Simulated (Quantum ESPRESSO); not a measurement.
A self-consistent single point of a (001) slab of MgO (cut from a parent of space group no. 225; 8 atoms in the cell) with Quantum ESPRESSO.

Computed with PBE, GBRV 1.5 ultrasoft (PBE) pseudopotentials (plane waves; Quantum ESPRESSO).

```
CELL_PARAMETERS angstrom
      2.96799     0.00000     0.00000
     -2.96799     2.96799     0.00000
      0.00000     0.00000    20.29598
ATOMIC_POSITIONS crystal
  Mg 0.00000 0.00000 0.44830
  Mg 0.00000 0.50000 0.34490
  Mg 0.00000 0.00000 0.65510
  Mg 0.00000 0.50000 0.55171
  O  0.00000 0.50000 0.44830
  O  0.00000 0.00000 0.34490
  O  0.00000 0.50000 0.65510
  O  0.00000 0.00000 0.55171
```

Reference input (self-consistent single point, DFT, PBE, plane waves, GBRV 1.5 ultrasoft (PBE) pseudopotentials): ecutwfc = 40 Ry; ecutrho = 200 Ry; occupations = smearing; smearing = fd; degauss = 0.00147 Ry; potentials = {Mg: mg_pbe_v1.4.uspp.F.UPF, O: o_pbe_v1.2.uspp.F.UPF}; K_POINTS = automatic 5 5 1 0 0 0; conv_thr = 1e-11 Ry; mixing_beta = 0.2. This run's input differs from it in these lines:

```diff
@@ -12,4 +12,4 @@
  ntyp = 2,
- ecutwfc = 40,
- ecutrho = 200,
+ ecutwfc = 24,
+ ecutrho = 120,
  occupations = 'smearing',
```

Log, with long lists cut:

```
     Self-consistent Calculation

     iteration #  1     ecut=    24.00 Ry     beta= 0.20

     negative rho (up, down):  3.695E-03 0.000E+00

     total energy              =    -630.78347696 Ry
     estimated scf accuracy    <       1.65046195 Ry

     iteration #  2     ecut=    24.00 Ry     beta= 0.20

     negative rho (up, down):  3.844E-03 0.000E+00

     total energy              =    -630.63501841 Ry
     estimated scf accuracy    <       0.48583470 Ry

     iteration #  3     ecut=    24.00 Ry     beta= 0.20

     negative rho (up, down):  4.084E-03 0.000E+00

     total energy              =    -630.67602075 Ry
     estimated scf accuracy    <       0.07380232 Ry

   [... 25 blocks of this kind left out ...]

     iteration # 29     ecut=    24.00 Ry     beta= 0.20

     negative rho (up, down):  4.080E-03 0.000E+00

     total energy              =    -630.68197563 Ry
     estimated scf accuracy    <          5.4E-11 Ry

     iteration # 30     ecut=    24.00 Ry     beta= 0.20

     negative rho (up, down):  4.081E-03 0.000E+00
     End of self-consistent calculation

     the Fermi energy is     3.0162 ev

!    total energy              =    -630.68197562 Ry
     estimated scf accuracy    <          3.0E-12 Ry
     smearing contrib. (-TS)   =      -0.00000000 Ry
     internal energy E=F+TS    =    -630.68197562 Ry

     convergence has been achieved in  30 iterations

     negative rho (up, down):  4.081E-03 0.000E+00

     Forces acting on atoms (cartesian axes, Ry/au):

     atom    1 type  1   force =     0.00000000    0.00000000   -0.00021578
     atom    2 type  1   force =     0.00000000   -0.00000000    0.00647314
     atom    3 type  1   force =     0.00000000    0.00000000   -0.00647314
     atom    4 type  1   force =     0.00000000    0.00000000    0.00021578
     atom    5 type  2   force =     0.00000000    0.00000000    0.00011359
   [... lines left out ...]
     Total force =     0.040180     Total SCF correction =     0.000005
   [... lines left out ...]

     negative rho (up, down):  4.081E-03 0.000E+00
          total   stress  (Ry/bohr**3)                   (kbar)     P=     -492.51
  -0.00340925   0.00000000   0.00000000         -501.52        0.00        0.00
   0.00000000  -0.00340925   0.00000000            0.00     -501.52        0.00
   0.00000000   0.00000000  -0.00322557            0.00        0.00     -474.50

   JOB DONE.
```

The run converged in 30 iterations. Against the reference run the free energy goes up by 1.26 eV/atom, the largest force goes from 0.621 to 0.711 eV/Å and the gap on the mesh goes from 3.338 to 3.159 eV.

The starting cell has typed, rounded lattice constants, without a prior relaxation at this level. The slab is cut from that crystal, and its faces are unrelaxed. Its lattice was rescaled by up to half a per cent. Spin polarisation is off, though cut faces can carry moments; a gap of a slab can lie between surface states.

Cost on one core of a shared machine: roughly 50 s.
